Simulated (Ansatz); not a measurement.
**Sn with two functionals, Sn → Si**

Start from Sn in the diamond structure (space group Fd-3m, No. 227; a = 6.656 Å).

(Cell as relaxed with PBE.)

Levels (all Ansatz, an electronic-structure program, PAW, earlier PAW set): PBE (420 eV, no SOC); r2SCAN (500 eV, scalar-relativistic without spin-orbit coupling).

Each level relaxes its own structure.

```csv
base,PBE,r2SCAN
volume per atom,36.86 Å³,35.43 Å³
lattice parameter a,665.6 pm,656.9 pm
band gap,zero,zero
```

It is then changed as follows: every Sn is replaced by Si, then cell and atoms are relaxed.

```csv
quantity,PBE,r2SCAN
volume per atom,20.46 Å³,(withheld)
"hole mass (degenerate bands, along [100])","0.16, 0.27, 0.27 mₑ (at Γ)",(withheld)
band gap,0.61 eV,(withheld)
```

What does r2SCAN give?


- volume per atom, r2SCAN: 20.17 Å³
- hole mass (degenerate bands, along [100]), r2SCAN: 0.17, 0.25, 0.25 mₑ (at Γ)
- band gap, r2SCAN: 0.78 eV

PBE's volume per atom lies 0.29 Å³ above r2SCAN's (1.4 %); PBE's band gap lies 0.162 eV below r2SCAN's. Neither level is exact; r2SCAN is the comparison here, not a measurement.

Masses are band curvatures over ±0.01 Å⁻¹ around the edge. No phonon test of stability was made.
